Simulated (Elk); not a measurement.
Input and output of a self-consistent single point for TlCrTe2 (P-3m1, 4 atoms in the cell) (Elk)

Method: LDA (PW92), all-electron FP-LAPW, Elk's shipped species files, APW+lo basis with extra local orbitals run with Elk.

This input was run:

```
tasks
  0

spinpol
  .true.

reducebf
  0.7

rgkmax
  8.0

gmaxvr
  14.0

nxlo
  2

lorbcnd
  .true.

rmtscf
  0.99

lmaxi
  3

nempty
  8

stype
  0

swidth
  0.00499791

maxscl
  100

scale
  7.766452917

avec
    1.0000000000    0.0000000060    0.0000000000
   -0.5000000052    0.8660254008    0.0000000000
    0.0000000000    0.0000000000    1.9341141134

atoms
  3
  'Cr.in'
  1
  0.0000000000  0.0000000000  0.5000000000    0.0 0.0 -3.0
  'Tl.in'
  1
  0.0000000000  0.0000000000  0.0000000000    0.0 0.0 0.0
  'Te.in'
  2
  0.6666666667  0.3333333333  0.6833000000    0.0 0.0 0.0
  0.3333333333  0.6666666667  0.3167000000    0.0 0.0 0.0

ngridk
  5 5 3
```

Log, with long lists cut:

```
│ Elk code version 10.2.4 │

All units are atomic (Hartree, Bohr, etc.)

│ Ground-state run starting from atomic densities │

Lattice vectors :
   7.766452917      0.4659871750E-07   0.000000000
  -3.883226499       6.725945500       0.000000000
   0.000000000       0.000000000       15.02120620

Unit cell volume      :    784.6588311
Brillouin zone volume :   0.3161249241

Muffin-tin inner radius fraction :   0.1000000000E-01

Nuclei treated as point charges

Species :    1 (Cr)
 parameters loaded from : Cr.in
 name : chromium
 nuclear charge    :   -24.00000000
 electronic charge :    24.00000000
 atomic mass :    94783.09194
 muffin-tin radius :    2.376000000
 number of radial points in muffin-tin :    497
 atomic positions (lattice), magnetic fields (Cartesian) :
   1 :   0.00000000  0.00000000  0.00000000    0.00000000  0.00000000 -3.00000000

Species :    2 (Tl)
 parameters loaded from : Tl.in
 name : thallium
 nuclear charge    :   -81.00000000
 electronic charge :    81.00000000
 atomic mass :    372567.9640
 muffin-tin radius :    2.772000000
 number of radial points in muffin-tin :    697
 atomic positions (lattice), magnetic fields (Cartesian) :
   1 :   0.00000000  0.00000000  0.50000000    0.00000000  0.00000000  0.00000000

Species :    3 (Te)
 parameters loaded from : Te.in
 name : tellurium
 nuclear charge    :   -52.00000000
 electronic charge :    52.00000000
 atomic mass :    232600.5707
 muffin-tin radius :    2.574000000
 number of radial points in muffin-tin :    597
 atomic positions (lattice), magnetic fields (Cartesian) :
   1 :  -0.33333333  0.33333333  0.18330000    0.00000000  0.00000000  0.00000000
   2 :   0.33333333 -0.33333333 -0.18330000    0.00000000  0.00000000  0.00000000

Total number of atoms per unit cell :    4

Spin treatment :
 spin-polarised
 global magnetic field (Cartesian) :    0.000000000       0.000000000       0.000000000
 collinear magnetisation in z-direction
   [... lines left out ...]
 potential will be trimmed for |G| > 2 gkmax
Constant for pseudocharge density :   10
Radial integration step length :    4

G-vector grid sizes :     35    35    70
Number of G-vectors :    36403

Maximum angular momentum used for
 APW functions                      :    8
 outer part of muffin-tin           :    6
 inner part of muffin-tin           :    3

Total nuclear charge    :   -209.0000000
Total core charge       :    144.0000000
Total valence charge    :    65.00000000
Total excess charge     :    0.000000000
Total electronic charge :    209.0000000

Effective Wigner radius, rₛ :   0.9641589947

Number of empty states         :   32
Total number of valence states :  130
Total number of core states    :  144

Conduction state local-orbitals added automatically
Total number of local-orbitals :  325

Exchange-correlation functional :      3     0     0
 Perdew-Wang/Ceperley-Alder, Phys. Rev. B 45, 13244 (1992)
 gradient requirement :    0
 local density approximation (LDA)

Smearing type :    0
 Gaussian
Smearing width :   0.4997910000E-02
Effective electronic temperature (K) :    1578.215154

Mixing type :    3
 Broyden mixing, J. Phys. A: Math. Gen. 17, L317 (1984)

Kohn-Sham potential initialised from atomic data
│ Self-consistent loop started │
│ Loop number : 1 │
 total energy                :     -34917.7380719
 total moment                :    2.909598910
│ Loop number : 2 │
 total energy                :     -34917.9285991
 total moment                :    2.928045084
RMS change in Kohn-Sham potential (target) :   0.2223856920     (  0.1000000000E-05)
Absolute change in total energy (target)   :   0.1905272573     (  0.1000000000E-03)
│ Loop number : 3 │
 total energy                :     -34917.9888846
 total moment                :    2.907998731
RMS change in Kohn-Sham potential (target) :   0.2234044347     (  0.1000000000E-05)
Absolute change in total energy (target)   :   0.1079173212     (  0.1000000000E-03)
│ Loop number : 4 │
 total energy                :     -34917.4846813
 total moment                :    2.898427763
RMS change in Kohn-Sham potential (target) :   0.2082432293     (  0.1000000000E-05)
Absolute change in total energy (target)   :   0.4772239899     (  0.1000000000E-03)
│ Loop number : 5 │
 total energy                :     -34914.0927970
   [... lines left out ...]
 total moment                :    3.048259123
RMS change in Kohn-Sham potential (target) :   0.2131149473E-04 (  0.1000000000E-05)
Absolute change in total energy (target)   :   0.1584281927E-02 (  0.1000000000E-03)
│ Loop number : 18 │
 total energy                :     -34909.0455236
 total moment                :    3.048030544
RMS change in Kohn-Sham potential (target) :   0.5352640700E-05 (  0.1000000000E-05)
Absolute change in total energy (target)   :   0.1175651822E-02 (  0.1000000000E-03)
│ Loop number : 19 │
 total energy                :     -34909.0456573
 total moment                :    3.047842882
RMS change in Kohn-Sham potential (target) :   0.4188648641E-05 (  0.1000000000E-05)
Absolute change in total energy (target)   :   0.4276086620E-03 (  0.1000000000E-03)
│ Loop number : 20 │
 total energy                :     -34909.0456430
 total moment                :    3.047641761
RMS change in Kohn-Sham potential (target) :   0.9006914480E-06 (  0.1000000000E-05)
Absolute change in total energy (target)   :   0.9262124513E-04 (  0.1000000000E-03)
Convergence targets achieved

│ Loop number : 21 │

Energies :
 Fermi                       :     0.194892450941
 sum of eigenvalues          :     -21384.0290832
 electron kinetic            :      38915.4235272
 core electron kinetic       :      38245.6117156
 Coulomb                     :     -73065.8798072
 Coulomb potential           :     -59292.9615217
 nuclear-nuclear             :     -2475.50724281
 electron-nuclear            :     -81887.7836070
 Hartree                     :      11297.4110426
 Madelung                    :     -43419.3990463
 xc potential                :     -1006.32604868
 xc effective B-field        :    -0.165049177138
 external B-field            :      0.00000000000
 exchange                    :     -738.093730935
 correlation                 :     -20.4956259292
 total energy                :     -34909.0456368
 (external B-field energy excluded from total)

Density of states at Fermi energy :    24.81146565
 (states/Hartree/unit cell)

Estimated indirect band gap :   0.4500716998E-02
 from k-point      5 to k-point      8
Estimated direct band gap   :   0.1433231857E-01
 at k-point      5

Charges :
 core                        :    144.0000000
 valence                     :    65.00000000
 interstitial                :    7.218028656
 muffin-tins (core leakage)
  species :    1 (Cr)
   atom    1                 :    22.52456330     (  0.3816325034E-10)
  species :    2 (Tl)
   atom    1                 :    79.41813739     (  0.4339794996E-04)
  species :    3 (Te)
   atom    1                 :    49.91963533     (  0.4734364617E-03)
   atom    2                 :    49.91963533     (  0.4734364617E-03)
 total in muffin-tins        :    201.7819713
 total calculated charge     :    208.9941007
 total charge                :    209.0000000
 error                       :   0.5899302031E-02

Moments :
 interstitial                :   0.2329630914
 muffin-tins
  species :    1 (Cr)
   atom    1                 :    3.041314786
  species :    2 (Tl)
   atom    1                 :  -0.1349942446E-01
  species :    3 (Te)
   atom    1                 :  -0.1065528351
   atom    2                 :  -0.1065528351
 total in muffin-tins        :    2.814709691
 total moment                :    3.047672783

│ Self-consistent loop stopped │
```

The run converged in 21 iterations. The count includes the last loop, which Elk runs after its targets are met.

The starting cell comes from a database of computed structures (which also holds hypothetical and non-ambient phases and stackings), without a prior relaxation at this level. Spin-orbit coupling is off. With one magnetic atom in the cell only a parallel order is possible. Values depend on the basis (sphere radii, cutoffs, local orbitals), which need not be converged. The log's line on a gap gives a spacing of levels on this mesh, which the program prints for metals too.

Cost on one core of a shared machine: roughly 2 min.
